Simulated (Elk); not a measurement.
Band structure of MgAl (Pm-3m, 2 atoms in the cell).

```
CELL_PARAMETERS angstrom
      3.39841     0.00000     0.00000
      0.00000     3.39841     0.00000
      0.00000     0.00000     3.39841
ATOMIC_POSITIONS crystal
  Mg 0.50000 0.50000 0.50000
  Al 0.00000 0.00000 0.00000
```

Method: PBEsol, all-electron FP-LAPW, Elk's shipped species files, APW+lo basis with extra local orbitals run with Elk 10.2.4.

Settings: xctype = 22; rgkmax = 7.5; stype = 0; swidth = 0.00734986 Ha; ngridk = 13 13 13; gmaxvr = 16 1/bohr; nxlo = 2; lorbcnd = true; lmaxi = 2.

The starting cell comes from a database of computed structures (which also holds hypothetical and non-ambient phases and stackings), without a prior relaxation at this level. Its lattice was rescaled by a random factor within 2.5 % of one. Values depend on the basis (sphere radii, cutoffs, local orbitals), which need not be converged.

Levels in eV from the Fermi level, bands 6 to 13:
```
point       6       7      8      9     10     11    12    13
-----  ------  ------  -----  -----  -----  -----  ----  ----
Γ      -42.63  -42.63  -8.95   2.77   2.77   2.77  3.62  3.62
X      -42.63  -42.63  -6.27  -5.18   4.78   4.78  6.47  6.60
M      -42.64  -42.63  -3.56  -2.78  -2.78  -1.08  7.00  8.51
R      -42.64  -42.64  -0.46  -0.46  -0.46  -0.42  0.96  0.96
```

Bands cross the Fermi level along this path, so the cell is metallic at this level.
